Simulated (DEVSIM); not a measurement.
Structure: p-channel Ge planar bulk MOSFET with Al2O3, at 300 K.

* **Gate length**: 65 nm
* **Source drain length**: 52 nm
* **Dielectric thickness**: 4.8 nm
* **Lateral straggle**: 5.2 nm
* **Underlap**: 0 nm
* **Junction depth**: 33.5 nm
* **Substrate depth**: 204 nm
* **Gate work function**: 4.65 eV
* **Source and drain doping**: 4.8e19 cm⁻³, Gaussian tails under the gate
* **Body doping**: 1.5e18 cm⁻³
* **Lifetime**: 2e-7 s
* **Supply**: 1.2 V

All mobilities are scaled by 0.5; velocity saturation, μ/(1 + (μE/vsat)^b)^(1/b) with b = 2 for electrons and 1 for holes and E the electric field along each mesh edge, is on. Mobility is μmin + (μ − μmin)/(1 + (N/Nref)^α).

Constants are typed, rounded textbook-type inputs, not results; the design itself was drawn at random and stands for no fabricated device. Values at 300 K.

Ge: gap (eV) 0.664, affinity (eV) 4, permittivity 16, Nc (cm⁻³) 1.04e19, Nv (cm⁻³) 6e18, μn (cm²/Vs) 3900, μp (cm²/Vs) 1900, μn,min 150, μp,min 100, Nref,n 2.6e17, Nref,p 4e17, αn 0.56, αp 0.6, vsat,n (cm/s) 6.5e6, vsat,p (cm/s) 6e6. Al2O3: gap (eV) 6.8, affinity (eV) 1.35, permittivity 9.

Model (solved in DEVSIM): 2D drift-diffusion, Boltzmann statistics, complete ionisation; no quantum confinement, tunnelling, impact ionisation, self-heating, contact resistance or fringe fields beside the gate. Metal contacts follow the ideal Schottky-Mott rule: no Fermi-level pinning, no interface dipoles.

Transfer curves, |Id| in μA/μm:

```csv
Vg (V),Vd = -0.05 V,Vd = -1.2 V
0.36,1.890e-6,0.0001235
0.3,7.050e-6,0.0004244
0.24,2.860e-5,0.001559
0.18,0.0001214,0.006025
0.12,0.0005287,0.02415
0.06,0.002332,0.09878
0,0.01033,0.3971
-0.06,0.04551,1.460
-0.12,0.1963,4.885
-0.18,0.8018,13.66
-0.24,2.879,30.33
-0.3,8.181,53.77
-0.36,17.41,81.78
-0.42,29.27,113.5
-0.48,42.45,147.8
-0.54,55.97,183.6
-0.6,69.20,220.9
-0.66,82.05,259.5
-0.72,94.38,298.9
-0.78,106.2,339.0
-0.84,117.4,379.8
-0.9,128.2,421.2
-0.96,138.5,463.0
-1.02,148.3,505.3
-1.08,157.7,548.0
-1.14,166.6,590.8
-1.2,175.2,634.2
```

Problem. Work out the subthreshold swing at low drain bias from the rows at 0.06 and 0 V, and compare it with the thermal limit.

Solution. log10(0.01033/0.002332) = 0.646 over 60.0 mV, so S = 92.8 mV/decade. The limit kT/q ln 10 is 59.5 mV/decade; the ratio is 1.56. This is the steepest step of the table.

Problem. Find both thresholds at the constant current 0.1 μA × (1 μm/L) a micrometre, and the DIBL.

Solution. The current is 1.54 μA/μm. Interpolating ln Id gives -0.211 V and -0.063 V; their difference over the 1.15 V of drain bias is 130 mV/V.

Source and drain are degenerate, where Boltzmann statistics are only rough. The electric field that drives the saturation includes the junctions' built-in field, which lowers the mobility there even at small currents: subthreshold currents come out too low, a known weakness of this choice.
